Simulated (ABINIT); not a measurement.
ABINIT run on MnI2 (P-3m1, 3 atoms in the cell): self-consistent single point.

Method of the run: LDA (PW92), norm-conserving pseudopotentials (PseudoDojo nc-sr-04 LDA standard) (plane waves; ABINIT).

```
MnI2
1.0
    4.16858     0.00000     0.00000
   -2.08429     3.61010     0.00000
    0.00000     0.00000     7.14620
Mn I
1 2
Direct
  0.00000   0.00000   0.00000
  0.33333   0.66667   0.23089
  0.66667   0.33333   0.76911
```
Moments meant for the start (each program seeds them in its own way; μB, in the order of the atoms Mn I I): 4.0 0.0 0.0.

Reference input (self-consistent single point, DFT, PBEsol, plane waves, norm-conserving pseudopotentials (PseudoDojo nc-sr-04 PBEsol standard)): pseudos = [Mn.upf, I.upf]; ecut = 48 Ha; nsppol = 2; occopt = 3; tsmear = 0.00183747 Ha; ngkpt = 5 5 3; nshiftk = 1; shiftk = 0 0 0; potentials = PseudoDojo nc-sr-04 PBEsol standard; nband = 23; kptopt = 1; nstep = 100. This run's input differs from it in these lines:

```diff
@@ -1,2 +1,2 @@
-# MnI2, PseudoDojo nc-sr-04 PBEsol standard
+# MnI2, PseudoDojo nc-sr-04 LDA standard
 pp_dirpath "./"
```

Its files differ too (potentials: PseudoDojo nc-sr-04 PBEsol standard → PseudoDojo nc-sr-04 LDA standard).

Log, with long lists cut:

```
--- !BeginCycle
solver: {iscf: 7, nstep: 100, nline: 4, wfoptalg: 0, }
tolerances: {tolvrs: 1.00E-11, }
...

     iter   Etot(hartree)     deltaE(h) residm    vres2    magn
 ETOT  1  -134.33678970166    -1.34E+02 1.85E-01 7.39E+02 2.324
 ETOT  2  -128.90250755999     5.43E+00 2.31E-02 1.41E+05 0.283
 ETOT  3  -134.37893930510    -5.48E+00 5.00E-03 1.09E+04 3.089
 ETOT  4  -134.79733449454    -4.18E-01 2.19E-03 1.08E+03 4.662
 ETOT  5  -134.80593144153    -8.60E-03 1.57E-03 1.01E+03 4.767
   [... 12 lines left out ...]
 ETOT 18  -134.85381494237    -1.29E-11 1.17E-07 5.29E-09 5.000
 ETOT 19  -134.85381494237     3.38E-12 1.75E-07 3.33E-10 5.000
 ETOT 20  -134.85381494236     1.17E-11 3.38E-08 2.77E-11 5.000
 ETOT 21  -134.85381494236     8.24E-13 7.34E-08 6.75E-13 5.000
 At SCF step   21       vres2   =  6.75E-13 < tolvrs=  1.00E-11 =>converged.

 Cartesian components of stress tensor (hartree/bohr^3)
  sigma(1 1)=  1.16604085E-04  sigma(3 2)=  0.00000000E+00
  sigma(2 2)=  1.16604085E-04  sigma(3 1)=  0.00000000E+00
  sigma(3 3)=  9.81056569E-05  sigma(2 1)= -8.89927832E-15

 Integrated electronic and magnetization densities in atomic spheres:
 Radius=ratsph(iatom), smearing ratsm=  0.0000. Diff(up-dn)=approximate z local magnetic moment.
 Atom    Radius    up_density   dn_density  Total(up+dn)  Diff(up-dn)
    1   2.00000     8.442821     4.310080     12.752900     4.132741
    2   2.00000     1.477006     1.407323      2.884329     0.069683
    3   2.00000     1.477006     1.407323      2.884329     0.069683
  Sum:             11.396833     7.124725     18.521559     4.272108
   [... lines left out ...]
 Total magnetization (from the atomic spheres):             4.272108
 Total magnetization (exact up - dn):                       4.999980
 Fermi (or HOMO) energy (hartree) =   0.09910   Average Vxc (hartree)=  -0.32027
   [... lines left out ...]
total_energy        : -1.34853814942356E+02
total_energy_eV     : -3.66955892338185E+03
band_energy         : -1.71757876658482E+01
...

-Cartesian components of stress tensor (GPa)         [Pressure= -3.2492E+00 GPa]
- sigma(1 1)=  3.43061005E+00  sigma(3 2)=  0.00000000E+00
- sigma(2 2)=  3.43061005E+00  sigma(3 1)=  0.00000000E+00
- sigma(3 3)=  2.88636759E+00  sigma(2 1)= -2.61825764E-10

 Calculation completed.
```

The run converged in 21 iterations. Against the reference run the pressure goes from -1.79 to -3.25 GPa, the largest force goes from 0.247 to 0.406 eV/Å, the gap on the mesh goes from 1.225 to 0.957 eV and the size of the net moment stays at 1.67 μB/atom.

The starting cell comes from a database of computed structures (which also holds hypothetical and non-ambient phases and stackings), without a prior relaxation at this level. Spin-orbit coupling is off. With one magnetic atom in the cell only a parallel order is possible. With a pressure of about -3 GPa the cell is away from its equilibrium volume at this level.

Cost on one core of a shared machine: roughly 5 min.
